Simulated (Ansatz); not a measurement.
**BaTiO3 under a change: holes 1.0×10^22 cm⁻³**

Start from BaTiO₃ in the cubic perovskite structure (space group Pm-3m, No. 221; a = 4.0195 Å).

Modification: 0.649 holes added to each cell, a density of 1.0×10^22 cm⁻³, with a uniform compensating background at fixed cell and a 300 K Fermi–Dirac width.

All numbers come from PBE in Ansatz (plane waves to 420 eV, PAW, without spin-orbit coupling), earlier PAW set. Γ-centred 12×12×12 mesh, Fermi–Dirac width 0.0259 eV.

- Gap between the host's bands: 2.04 eV (base 1.79 eV)
- Gap character: indirect, R → Γ (base indirect, R → Γ)
- Fermi level relative to the doped band's edge (positive inside the band; to 0.05 eV): +0.25 eV

Carriers are added with a uniform compensating background; total energy and stress of such cells depend on the potential's zero and are not compared; many-body gap narrowing is missing at this level. No phonon test of stability was made. All final runs are without spin polarisation. Many cubic perovskites are stable only at high temperature; tilts and polar distortions were not tested. This is not the structure that BaTiO3 has at room temperature and ambient pressure.

Ansatz is a program for electronic structure.
